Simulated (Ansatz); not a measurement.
Effect of biaxial strain −1.25 %, plane normal [111], relaxed out of plane on BAs

Base system: BAs in the zinc blende structure (space group F-43m, No. 216; a = 4.784 Å). Axes: x, y, z lie along the cube axes.

One thing is altered: compressive biaxial strain of 1.25 % in the plane normal to [111], as in epitaxy on a mismatched substrate; the out-of-plane cell vector and the atoms relax.

Computed with DFT with r2SCAN, PAW potentials and a 500 eV plane-wave cutoff in Ansatz (a program for electronic structure), spin-orbit coupling left out. Γ-centred 12×12×12 mesh, Fermi–Dirac width 0.05 eV.

- Volume per atom = 13.38 Å³ (base 13.69 Å³)
- Energy relative to the base (free energy F) = +5.2 meV/atom
- Pressure (mean of the normal stresses, compression positive) = 3.35 GPa (base 0.00 GPa)
- Band gap = 1.30 eV (base 1.38 eV)
- Gap character = indirect, Γ → F–Γ (18 % along)
- Valence-band top at Γ (three highest levels, from the VBM) = 0.00, 0.00, -0.13 eV (base 0.00, 0.00, 0.00 eV)
- Out-of-plane strain = +0.26 %
- Ratio −ε⊥/ε∥ = 0.21
- Mean in-plane stress (compression positive) = +5.0 GPa

Final structure (turned so that z lies along the plane normal):

```xyz
2
Lattice="3.3404 0.0000 0.0000 1.6702 2.8929 0.0000 1.6702 -0.9643 2.7693" Properties=species:S:1:pos:R:3 pbc="T T T"
B      0.0000     0.0000     0.0036
As     3.3404     0.0000     2.0734
```

No phonon test of stability was made. Labels are those of the standard path for the cell's own space group.
